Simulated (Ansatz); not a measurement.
**Response to strain in WS2**

Base system: WS2 (space group P6_3/mmc, No. 194; a = 3.1147 Å, c = 11.7724 Å; layered, stacked along the Cartesian z axis). Axes: x lies along a and z along c of the hexagonal cell.

Strains are applied to the cell and any free atomic positions relax; under biaxial strain the out-of-plane vector relaxes too.

Calculations: PBEsol-D3(BJ) (Ansatz, an electronic-structure program; PAW; 420 eV plane waves; no spin-orbit coupling).

```json
[
 {"change": "base", "smallest direct gap": "1.92 eV", "hole mass": "0.96 mₑ along c, 0.46 mₑ across (at Γ)", "band gap": "0.65 eV"},
 {"change": "biaxial strain +0.60 %, plane normal [001], relaxed out of plane", "smallest direct gap": "1.83 eV", "hole mass": "1.0 mₑ out of plane, 0.43 mₑ in plane (at Γ)", "band gap": "0.66 eV"},
 {"change": "biaxial strain +1.20 %, plane normal [001], relaxed out of plane", "smallest direct gap": "1.75 eV", "hole mass": "1.1 mₑ out of plane, 0.41 mₑ in plane (at Γ)", "band gap": "0.65 eV"},
 {"change": "biaxial strain +1.80 %, plane normal [001], relaxed out of plane", "smallest direct gap": "1.67 eV", "hole mass": "1.2 mₑ out of plane, 0.39 mₑ in plane (at Γ)", "band gap": "0.65 eV"},
 {"change": "biaxial strain +2.40 %, plane normal [001], relaxed out of plane", "smallest direct gap": "[?]", "hole mass": "[?]", "band gap": "0.66 eV"}
]
```

What belongs in the blanks?


- biaxial strain +2.40 %, plane normal [001], relaxed out of plane, smallest direct gap: 1.60 eV
- biaxial strain +2.40 %, plane normal [001], relaxed out of plane, hole mass: 1.3 mₑ out of plane, 0.37 mₑ in plane (at Γ)

With W present, leaving out spin-orbit coupling can change the band edges. Effective masses come from finite differences of ±0.01 Å⁻¹. No phonon test of stability was made.
